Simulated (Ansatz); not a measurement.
Adsorption energy and surface dipole of N on the 1x1 (0001) surface of hcp Co, ferromagnetic, one in a 2x1 cell, started at the site 'hollow Co-Co-Co over Co at depth 2.0 Å', worked from the runs' numbers; total energies count from the potentials' own zero.

Computed with PBE (plane waves to 420 eV, PAW; Ansatz, a quantum-chemistry and plane-wave program).

Set-up: 9 atoms, 6.0 Å thick at the start under the adsorbate (thin: gaps and levels are the slab's own); mesh 7x14x1; 0.1 eV smearing; dipole correction on; 4 atoms held, the rest relaxed; symmetry of the start imposed; spin-polarised, no spin-orbit, no U, no dispersion correction. At the end it is bonded to 3 Co. In PBE it is, or lies within 0.03 eV of, the lowest of the starts that converged.

```
quantity                                                            value
----------------------------------------------------------  -------------
slab with the adsorbate                                     -41390.266 eV
clean slab, same cell and mesh                              -41006.349 eV
reference, ½ N2(g)                                            -384.013 eV
area of the cell                                                 10.76 Å²
change of the step from the bottom to the top vacuum level       1.165 eV
```

Question: What is the adsorption energy against this reference?

Answer: E(slab + adsorbate) − E(slab) − E(reference) = 0.10 eV, so in this state the adsorbate is less stable than in the reference, at a coverage of 9.29 a nm².

Question: What dipole does adsorption add to the slab along the outward normal (Helmholtz relation, ε₀ = 0.005526 e/(V·Å))?

Answer: p = −ε₀·A·ΔV = -0.069 e·Å = -0.33 D; its negative end points to the vacuum, which raises the vacuum level.
